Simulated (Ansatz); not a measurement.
The starting structures come from a database of crystals and need not be the phases stable at ambient conditions.

 Where the default PAW files enter, the runs use the earlier of Ansatz's two default sets.

By PBEsol, the system below comes out a metal.

Consider the following.

```yaml
crystal:
  lattice:
    - [5.92042, 0.00000, 0.00000]
    - [0.00000, 5.93800, 0.00000]
    - [0.00000, 0.00000, 3.22250]
  atoms:
    - { symbol: In, position: [0.00000, 0.00000, 0.00880] }
    - { symbol: In, position: [0.50000, 0.50000, 0.99120] }
    - { symbol: Sb, position: [0.00000, 0.50000, 0.27700] }
    - { symbol: Sb, position: [0.50000, 0.00000, 0.72300] }
```

Space group of this cell: Pmmn. The cell is taken as given; by PBEsol its mean pressure is -2.8 GPa.

The current flows along the normal of the first two printed cell vectors. No spin-orbit coupling; the value is a mean over 0.1 eV about the Fermi level.

Task: Estimate the ballistic conductance per area that PBEsol run with Ansatz (a quantum-chemistry and plane-wave program) returns for this system.

Result: 0.58 × 10¹⁵ S/m² for both spins.
